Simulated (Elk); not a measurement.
Band structure of RuAl (Pm-3m, 2 atoms in the cell).

```xyz
2
Lattice="2.9915 0.0000 0.0000 0.0000 2.9915 0.0000 0.0000 0.0000 2.9915" Properties=species:S:1:pos:R:3 pbc="T T T"
Al     1.4957     1.4957     1.4957
Ru     0.0000     0.0000     0.0000
```

Computed with PBE, all-electron FP-LAPW, Elk's shipped species files, LAPW+lo basis (Elk).

Settings: xctype = 20; rgkmax = 7.5; stype = 0; swidth = 0.00999582 Ha; ngridk = 9 9 9; gmaxvr = 14 1/bohr; nxoapwlo = 1; rmtscf = 0.96; maxscl = 100.

The starting cell has typed, rounded lattice constants, without a prior relaxation at this level. Its lattice was rescaled by a random factor within 2.5 % of one. Spin polarisation is off. Values depend on the basis (sphere radii, cutoffs, local orbitals), which need not be converged.

Levels in eV from the Fermi level, bands 9 to 16:
```json
[
 {"point": "Γ", "9": "-3.52", "10": "-3.52", "11": "0.22", "12": "0.22", "13": "0.22", "14": "6.11", "15": "6.11", "16": "6.11"},
 {"point": "X", "9": "-5.45", "10": "-2.73", "11": "-1.57", "12": "-1.57", "13": "0.46", "14": "2.33", "15": "7.49", "16": "11.07"},
 {"point": "M", "9": "-3.02", "10": "-1.33", "11": "-1.33", "12": "-1.14", "13": "-1.14", "14": "1.57", "15": "5.36", "16": "6.26"},
 {"point": "R", "9": "-4.60", "10": "-4.60", "11": "1.68", "12": "1.68", "13": "2.60", "14": "4.18", "15": "4.18", "16": "4.18"}
]
```

Bands cross the Fermi level along this path, so the cell is metallic at this level.
